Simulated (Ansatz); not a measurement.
Take Si in the diamond structure (space group Fd-3m, No. 227; a = 5.402 Å) as the base.

Structures relaxed with LDA (Ansatz, a quantum-chemistry and plane-wave program; PAW; 420 eV plane waves; no spin-orbit coupling).

Base:

Simulated powder pattern, Co Kα, λ = 1.79026 Å (kinematic, ideal powder, no thermal factors, no anomalous dispersion; the 10 strongest lines at most, above 2 %, up to 2θ = 90°):

```
2θ (°)  I/Imax (%)    hkl
------  ----------  -----
33.36          100  (111)
55.90           65  (220)
66.67           38  (311)
83.03           11  (400)
```

After one change:

Simulated powder pattern, Co Kα, λ = 1.79026 Å (kinematic, ideal powder, no thermal factors, no anomalous dispersion; the 10 strongest lines at most, above 2 %, up to 2θ = 90°):

```
2θ (°)  I/Imax (%)
------  ----------
33.88          100
56.82           64
67.83           38
84.58           11
```

Task: Which change produced these results?
A. isotropic strain +2.00 %
B. isotropic strain −1.50 %
C. isotropic strain +1.50 %
D. isotropic strain +0.50 %

Result: B, isotropic strain −1.50 %. Its volume per atom is 18.83 Å³ against 19.71 Å³, and its space group is Fd-3m (No. 227).

Stability against distortions was not tested.
